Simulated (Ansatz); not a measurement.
Consider Ir in the fcc (Cu type) structure (space group Fm-3m, No. 225; relaxed with 0.1 eV smearing).

```xyz
1
Lattice="0.0000 1.9225 1.9225 1.9225 0.0000 1.9225 1.9225 1.9225 0.0000" Properties=species:S:1:pos:R:3 pbc="T T T"
Ir     0.0000     0.0000     0.0000
```

Cartesian axes are those of the cell as printed.

Calculations: DFT with r2SCAN, PAW potentials and a 500 eV plane-wave cutoff in Ansatz (a quantum-chemistry and plane-wave program), scalar-relativistic without spin-orbit coupling.

Base values:

Pressure: 0.0 GPa
Shortest interatomic distance: 2.719 Å

It is then changed as follows: uniaxial strain ε_zz = −0.50 %, all other strain components held at zero, atoms relaxed at fixed cell.

**Question.** Estimate the effect on the pressure, energy relative to the base and shortest interatomic distance.

**Answer.** The pressure (mean of the normal stresses, compression positive) goes from zero to 1.9 GPa; the energy goes up by 0.7 meV/atom; the shortest interatomic distance shrinks by 0.007 Å (2.719 Å → 2.712 Å).

Stability against distortions was not tested. The final runs are not spin-polarised.
